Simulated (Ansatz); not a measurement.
Defect migration in beta Ga2O3: interstitial Na, charge state +1. The step: several atoms move together, Na the farthest; the atom moves 1.77 Å along (0.05, 0.50, 0.13) of the unit cell; the moving atom starts with neighbours 2 Ga at 2.49; O at 1.99, 2 O at 2.15, 2 O at 2.50 Å and ends with 2 Ga at 2.49; O at 1.99, 2 O at 2.15, 2 O at 2.50 Å. DFT values are from Ansatz (plane-wave PAW, 420 eV unless said) in a cell of 120 host sites, spin-restricted, static, with no finite-size correction. The charge state is imposed; whether it is stable for some Fermi level was not computed. Sites that were not tried may lie lower. For the PBE band: the saddle point's order was not checked, and it lies on a symmetry element of the cell, where a band can be held.

| Level | Forward barrier (eV) | Cost of the band or of the saddle's single point |
|---|---|---|
| CHGNet universal potential (has no charge state), its own band | 0.23 | - |
| PBE, the Γ point alone, band relaxed | 0.28 | very roughly 18 core-minutes |
| PBE, a 2×2×2 k-point mesh shifted by half a step, same geometries | 0.28 | very roughly 9 core-minutes |
| r2SCAN at 500 eV, the Γ point alone, same geometries | [?] | very roughly 2.5 core-minutes |

Task: Complete the blanks.

Result: 
- r2SCAN at 500 eV, the Γ point alone, same geometries, Forward barrier (eV): 0.31

Ansatz is a first-principles code.
